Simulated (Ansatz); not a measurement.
Quick settings and what they miss: KInI₃ (Fm-3m, 10 atoms in the cell)

Self-consistent single point.

```xyz
10
Lattice="0.0000 6.0755 6.0755 6.0755 0.0000 6.0755 6.0755 6.0755 0.0000" Properties=species:S:1:pos:R:3 pbc="T T T"
K      9.1133     9.1133     9.1133
K      3.0378     3.0378     3.0378
In     6.0755     6.0755     6.0755
In     0.0000     0.0000     0.0000
I      2.9318     6.0755     6.0755
I      9.2192     6.0755     6.0755
I      6.0755     2.9318     6.0755
I      6.0755     9.2192     6.0755
I      6.0755     6.0755     2.9318
I      6.0755     6.0755     9.2192
```

Computed with PBEsol, default PAW files made with PBE (plane waves; Ansatz, a program for electronic structure).

Base settings: basis.ecutwfc = 420 eV; kpoints.mp_grid.grid = 4 4 4; hamiltonian.xc = pbesol; hamiltonian.pseudopotentials = {kind: paw} (the program's default PAW files); scf.occupations.method = cold; scf.occupations.width = 0.05 eV.

Tight run (finer mesh or higher cutoff; not a proven limit): basis.ecutwfc: 420 eV → 590 eV; kpoints.mp_grid.grid: 4 4 4 → 6 6 6; scf.convergence.dr2_threshold: default (1e-07 eV) → 1e-09 eV. It gave Fermi level (on the code's own zero) 4.46 eV; pressure -0.38 GPa; largest force (vector length) 0.094 eV/Å.

Quick runs, as changes from the base:
- A: the base itself
- B: basis.ecutwfc: 420 eV → 250 eV; kpoints.mp_grid.grid: 4 4 4 → 6 6 6
- C: basis.ecutwfc: 420 eV → 250 eV; kpoints.mp_grid.grid: 4 4 4 → 1 1 1; scf.occupations.method: cold → fermi_dirac; scf.occupations.width: 0.05 eV → 0.272 eV
- D: basis.ecutwfc: 420 eV → 295 eV

Energies are extrapolated to zero smearing width, which holds to low order in the width alone.

The count of work is k-points × plane waves × bands × iterations; it is no time. 

Pressures in the table are Ansatz's without its Pulay estimate, at a fixed set of plane waves; the tight run's value above holds the estimate.

The starting cell comes from a database of computed structures (which also holds hypothetical and non-ambient phases and stackings), without a prior relaxation at this level. Its lattice was rescaled by a random factor within 2.5 % of one. The run gives no clean gap (levels at the Fermi energy touch, overlap or are partly filled at this smearing), which alone does not show that the compound is a metal.

```tsv
run	energy less tight (meV/atom)	pressure less tight (GPa)	largest miss in a force vector (eV/Å)	count of work / tight
A	-0.8	-0.06	0.107	0.27
B	781.0	-21.74	0.023	0.25
C	1003.2	-19.71	0.398	0.017
D	76.2	-3.11	0.116	0.15
```

Among the runs at the tight run's level, the energy misses run from 0.8 to 1003.2 meV/atom.

Left out of this page: 2 runs of the series with a known weakness of the program.

Keys are those of Ansatz 0.2.
